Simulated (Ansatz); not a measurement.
Response to strain in Re

Take Re in the hcp (Mg type) structure (space group P6_3/mmc, No. 194; a = 2.752 Å, c = 4.440 Å; relaxed with 0.1 eV smearing) as the base.

Strains are applied to the cell and any free atomic positions relax.

Computed with PBEsol in Ansatz (plane waves to 420 eV, PAW, spin-orbit coupling left out).

Notes on the quantities. pressure: mean of the normal stresses, compression positive.

| isotropic strain (%) | pressure (GPa) |
|---|---|
| -3 | 43.5 |
| -2.5 | 35.0 |
| -2 | 27.0 |
| 0 | 0.0 |
| 0.5 | -5.7 |
| 1 | -10.9 |
| 1.5 | -15.8 |
| 2.5 | ? |
| 3 | -28.4 |

Task: Fit P = P₀ − Bδ + Cδ² with δ = (1 + ε)³ − 1 to the rows shown and predict the withheld row.

Result: Least squares on the printed values gives P₀ = 0.1 GPa, B = 402 GPa (at held cell shape), C = 1040 GPa (largest residual 0.4 GPa); this predicts -24.6 GPa, and the run gives -24.5 GPa, in agreement.

Whether these cells are dynamically stable was not tested. The final runs are not spin-polarised.

Ansatz is a quantum-chemistry and plane-wave program.
